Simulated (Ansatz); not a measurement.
## LiNbO3 with two functionals, biaxial strain +2.27 %, plane normal [001], relaxed out of plane

The reference is LiNbO$_{3}$ (space group R3c, No. 161).

```yaml
crystal:
  lattice:
    - [2.59493, 1.49819, 4.67214]
    - [-2.59493, 1.49819, 4.67214]
    - [0.00000, -2.99637, 4.67214]
  atoms:
    - { symbol: Li, position: [0.70264, 0.70264, 0.70264] }
    - { symbol: Li, position: [0.20264, 0.20264, 0.20264] }
    - { symbol: Nb, position: [0.98381, 0.98381, 0.98381] }
    - { symbol: Nb, position: [0.48381, 0.48381, 0.48381] }
    - { symbol: O, position: [0.62624, 0.87386, 0.26316] }
    - { symbol: O, position: [0.87386, 0.26316, 0.62624] }
    - { symbol: O, position: [0.26316, 0.62624, 0.87386] }
    - { symbol: O, position: [0.76316, 0.37386, 0.12624] }
    - { symbol: O, position: [0.37386, 0.12624, 0.76316] }
    - { symbol: O, position: [0.12624, 0.76316, 0.37386] }
```

Cartesian axes are those of the cell as printed.

(Cell as relaxed with PBE.)

Levels (all Ansatz, a first-principles code, PAW, earlier PAW set): PBE (420 eV, no spin-orbit coupling); r2SCAN (500 eV, spin-orbit coupling left out).

Each level relaxes its own structure.

| base | PBE | r2SCAN |
|---|---|---|
| volume per atom | 10.90 Å³ | 10.58 Å³ |
| lattice parameter a | 5.190 Å | 5.137 Å |

Now apply this change: biaxial strain +2.27 %, plane normal [001], relaxed out of plane (Cartesian); in-plane vectors clamped, the third vector and the atoms free.

```csv
quantity,PBE,r2SCAN
shortest interatomic distance,1.888 Å,…
"pressure (mean of the normal stresses, compression positive)",-2.80 GPa,…
ratio −ε⊥/ε∥,0.50,…
```

Predict the r2SCAN column.


- shortest interatomic distance, r2SCAN: 1.882 Å
- pressure (mean of the normal stresses, compression positive), r2SCAN: -3.13 GPa
- ratio −ε⊥/ε∥, r2SCAN: 0.53

PBE's shortest interatomic distance lies 0.006 Å above r2SCAN's (0.3 %); PBE's pressure lies 0.322 GPa above r2SCAN's; PBE's ratio −ε⊥/ε∥ lies 0.03 below r2SCAN's. Neither level is exact; r2SCAN is the comparison here, not a measurement.

Whether these cells are dynamically stable was not tested.
